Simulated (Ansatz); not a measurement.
The structure below was relaxed with plane-wave PAW DFT at the r2SCAN level (Ansatz, an electronic-structure program, 500 eV), scalar-relativistic without spin-orbit coupling.

```
CELL_PARAMETERS angstrom
     -1.14688     1.14688     1.14688
      1.14688    -1.14688     1.14688
      1.14688     1.14688    -1.14688
ATOMIC_POSITIONS crystal
  B  0.00000 0.00000 0.00000
```

Task: Find the space group and the Wyckoff positions.

Result: Space group Im-3m (No. 229); a = b = c = 2.2938 Å, α = β = γ = 90.00°

```
atom  site  symmetry       x       y       z
----  ----  --------  ------  ------  ------
B       2a      m-3m  0.0000  0.0000  0.0000
```

Task: Describe the coordination.

Result: The crystal has 2 atoms in its conventional cell. Lattice parameters: a = b = c = 2.2938 Å, α = β = γ = 90.00°. B has 8 B at 1.986 Å (cubic). (Neighbours: up to the widest gap in distance over summed covalent radii, below 1.35, at either atom.)

Stability against distortions was not tested. The cell was made from Li by this change: Li → B; the result is a hypothetical phase, not in the database extracts checked.
